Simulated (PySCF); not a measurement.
PySCF 2.14.0, unrestricted PBE/def2-svpd, df: Co(OH)(fmdH) ([OH][Co]1[NH]C=[NH]->1), charge 0, multiplicity 4, 9 atoms. The geometry is a generated start, not checked to be a minimum at this level.

```
Item                          Result
-------------------  ---------------
task                          energy
method                           pbe
basis                      def2-svpd
two-electron scheme  density fitting
mol.max_memory               3000 MB
mf.max_cycle                     100
mf.init_guess        minao (default)
mf.DIIS              CDIIS (default)
mf.diis_space            8 (default)
mf.conv_tol          1e-09 (default)
mf.grids.level           3 (default)
basis functions                  149
grid points                   116144
```

```xyz
9

Co     0.8207    -0.6117    -0.3313
O      2.2180    -0.9413    -1.2153
H      2.9770    -1.2802    -1.6737
C     -1.0929     0.5226     0.5817
N     -0.6851    -0.7157     0.8258
N     -0.3569     1.1932    -0.2489
H     -1.9909     0.9331     1.0586
H     -1.2651    -1.2434     1.4645
H     -0.6248     2.1434    -0.4614
```

Charge 0 and multiplicity 4 are set for this test and not shown to be the ground state.

One run each on 2 threads, 1 BLAS thread. Values of level_shift (Hartree) tried: 0 (default), 0.1, 0.3, 1.

Q: Which value of level_shift (Hartree) needs the fewest Fock builds, and what happens away from it?

A: Fewest Fock builds: 0 (default) with 42. The run ends without SCF convergence in 100 cycles at 0.1, 0.3, 1.

| level_shift (Hartree) | Fock builds | end |
|---|---|---|
| 0 (default) | 42 | same solution |
| 0.1 | 101 | no convergence |
| 0.3 | 101 | no convergence |
| 1 | 101 | no convergence |
